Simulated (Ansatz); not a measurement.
Mg2C (model structure, started from the fluorite type, Fm-3m, No. 225, 3 atoms in the cell; like a known high-pressure phase) was calculated with r²SCAN in Ansatz (PAW).

Settings: plane-wave cutoff 560 eV, 18×18×18 k mesh, Fermi–Dirac smearing 0.05 eV, scalar-relativistic PAW data made under PBE.

The cell is the one relaxed with PBEsol. Conventional cell: a = 5.4233 Å, b = 5.4233 Å, c = 5.4233 Å, α = 90.00°, β = 90.00°, γ = 90.00°.

```yaml
crystal:
  lattice:
    - [0.00000, 2.71164, 2.71164]
    - [2.71164, 0.00000, 2.71164]
    - [2.71164, 2.71164, 0.00000]
  atoms:
    - { symbol: C, position: [0.00000, 0.00000, 0.00000] }
    - { symbol: Mg, position: [0.25000, 0.25000, 0.25000] }
    - { symbol: Mg, position: [0.75000, 0.75000, 0.75000] }
```

**Question.** List the 5 lowest band energies at Γ above −25 eV (eV, relative to the valence band maximum), grouping those that round alike.

**Answer.** At Γ: -11.29, 0.00 (×3), 1.95.

A model structure was made by putting elements into a prototype or built by hand; here it ended with the formula and space group of a phase in our tables.

Ansatz is a first-principles code.
